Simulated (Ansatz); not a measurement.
The reference is YN in the rock salt structure (space group Fm-3m, No. 225; a = 4.896 Å).

All numbers come from Ansatz (a first-principles code) r2SCAN, no SOC.

Strains are applied to the cell and any free atomic positions relax.

One change was made to it. Results:

| quantity | base | after |
|---|---|---|
| hole mass (degenerate bands, along [100]) | 0.17, 1.1, 1.1 mₑ (at Γ) | 0.17, 1.1, 1.1 mₑ (at Γ) |
| energy relative to the base (free energy F) | 0 meV/atom | +7.2 meV/atom |
| band gap | 0.58 eV | 0.53 eV |

Name the change that was made.
A. isotropic strain −1.00 %
B. isotropic strain −2.50 %
C. isotropic strain −3.00 %
D. isotropic strain −2.00 %

A, isotropic strain −1.00 %. For comparison, the band gap in the other runs: isotropic strain −3.00 % gives 0.41 eV; isotropic strain −2.00 % gives 0.47 eV; isotropic strain −2.50 % gives 0.44 eV.

Masses are band curvatures over ±0.01 Å⁻¹ around the edge. Stability against distortions was not tested.
